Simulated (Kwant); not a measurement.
Device: GaAs/Al0.3Ga0.7As stack with 2 barriers. One parabolic valley. Leads of mass 0.067 mₑ with the band edge at 0; grid 0.1 nm; bias swept from 0.0096 to 0.36 V, dropping linearly over the stack. Emitter Fermi level 0.034 eV, 300 K, equal in the collector.

```
layer  thickness (nm)  band offset (eV)  mass (mₑ)
-----  --------------  ----------------  ---------
1                 2.9              0.24      0.092
2                 5.3                 0      0.067
3                 3.8              0.24      0.092
```

The device is made up for the run: typed textbook-type constants, with dimensions and the other settings drawn at random.

Model: one-band effective-mass tight-binding model in one dimension, coherent, no space charge, current by the Tsu-Esaki formula (Kwant).

Sweep values stay those of the base run.

Base results: first peak current (A/cm²) 84500; peak-to-valley ratio 7.1; J (A/cm²) at bias = 0.3600 V 107000; J (A/cm²) at bias = 0.2633 V 34100.

What follows from this one change: temperature 300 → 77 K?

first peak current 84500 → 55700 A/cm²; peak-to-valley ratio 7.1 → 37; J at bias = 0.3600 V 107000 → 8550 A/cm²; J at bias = 0.2633 V 34100 → 1970 A/cm².

What follows from this one change: width of the first well 5.3 → 4.2 nm?

first peak current 84500 → 134000 A/cm²; peak-to-valley ratio 7.1 → 8.2; J at bias = 0.3600 V 107000 → 49000 A/cm²; J at bias = 0.2633 V 34100 → 19300 A/cm².

What follows from this one change: mass in the first barrier 0.092 → 0.074 mₑ?

first peak current 84500 → 107000 A/cm²; peak-to-valley ratio 7.1 → 6.8; J at bias = 0.3600 V 107000 → 135000 A/cm²; J at bias = 0.2633 V 34100 → 42500 A/cm².

What follows from this one change: thickness of the first barrier 2.9 → 2.3 nm?

first peak current 84500 → 145000 A/cm²; peak-to-valley ratio 7.1 → 6.6; J at bias = 0.3600 V 107000 → 150000 A/cm²; J at bias = 0.2633 V 34100 → 48400 A/cm².

What follows from this one change: Fermi level in the emitter 0.034 → 0.051 eV?

first peak current 84500 → 122000 A/cm²; peak-to-valley ratio 7.1 → 5.9; J at bias = 0.3600 V 107000 → 186000 A/cm²; J at bias = 0.2633 V 34100 → 62100 A/cm².
